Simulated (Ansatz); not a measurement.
The parent structure is Ga₂O₃ (space group R-3m, No. 166; a = 2.988 Å, c = 22.852 Å (hexagonal axes); a hypothetical phase, not in the database extracts checked).

It is then changed as follows: the cell is scaled by 1.0292 in all directions; the atoms relax in the strained cell.

Levels (all Ansatz, a program for electronic structure, PAW): PBEsol (420 eV, scalar-relativistic without spin-orbit coupling); r2SCAN (500 eV, spin-orbit coupling left out).

The geometry is relaxed with PBEsol.

| Item | Value |
|---|---|
| PBEsol lowest conduction level above the VBM at special points | Γ 2.40 eV; T 2.82 eV; L 4.36 eV; F 4.39 eV |
| PBEsol pressure | -7.20 GPa |
| PBEsol smallest direct gap | 2.50 eV |

Q: What does r2SCAN give at this geometry for the lowest conduction level above the VBM at special points, pressure and smallest direct gap?

A: The lowest conduction level above the VBM at special points changes from Γ 2.40 eV; T 2.82 eV; L 4.36 eV; F 4.39 eV to Γ 3.02 eV; T 3.45 eV; L 5.13 eV; F 5.16 eV; the pressure decreases by 1.59 GPa to -8.79 GPa; the smallest direct gap increases by 0.61 eV, from 2.50 eV to 3.11 eV.

Single points use the geometry relaxed with PBEsol. Their cutoffs differ, which shifts pressures a little. No phonon test of stability was made.
